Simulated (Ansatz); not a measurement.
The starting structures come from a database of crystals and need not be the phases stable at ambient conditions.

 Where the default PAW files enter, the runs use the earlier of Ansatz's two default sets.

Consider the following.

```
AlP
1.0
    3.86348     0.00000     0.00000
    0.00000     6.34144     0.00000
    1.93174     0.00000     3.34587
Al P
2 2
Direct
  0.33333   0.99993   0.33333
  0.66667   0.49993   0.66667
  0.33333   0.62507   0.33333
  0.66667   0.12507   0.66667
```

Space group of this cell: P6_3mc, wurtzite. The cell is taken as given.

The current runs along the normal of the first two printed vectors, the (100) plane. All runs by Ansatz (an electronic-structure program), plane waves and PAW, without spin-orbit coupling; the base is PBEsol.

```json
[
 {"run": "base", "mean pressure (GPa)": "-0.1", "gap (eV)": "1.83", "mid-gap κ (1/Å)": "0.173"},
 {"run": "all lengths scaled by 0.98", "mean pressure (GPa)": "5.8", "gap (eV)": "1.76", "mid-gap κ (1/Å)": "0.178"},
 {"run": "all lengths scaled by 1.02", "mean pressure (GPa)": "-4.7", "gap (eV)": "…", "mid-gap κ (1/Å)": "0.162"},
 {"run": "lda in place of pbesol", "mean pressure (GPa)": "-1.9", "gap (eV)": "…", "mid-gap κ (1/Å)": "0.170"},
 {"run": "lengths across the current scaled by 0.98, ions clamped", "mean pressure (GPa)": "3.7", "gap (eV)": "…", "mid-gap κ (1/Å)": "…"},
 {"run": "lengths across the current scaled by 1.02, ions clamped", "mean pressure (GPa)": "-3.3", "gap (eV)": "1.73", "mid-gap κ (1/Å)": "0.162"},
 {"run": "lengths along the current scaled by 0.97, ions clamped", "mean pressure (GPa)": "2.7", "gap (eV)": "1.58", "mid-gap κ (1/Å)": "0.170"},
 {"run": "lengths along the current scaled by 1.03, ions clamped", "mean pressure (GPa)": "-2.5", "gap (eV)": "1.66", "mid-gap κ (1/Å)": "0.162"}
]
```

**Question.** What belongs in the gaps?

**Answer.** 
- all lengths scaled by 1.02, gap (eV): 1.88
- lda in place of pbesol, gap (eV): 1.80
- lengths across the current scaled by 0.98, ions clamped, gap (eV): 1.64
- lengths across the current scaled by 0.98, ions clamped, mid-gap κ (1/Å): 0.174
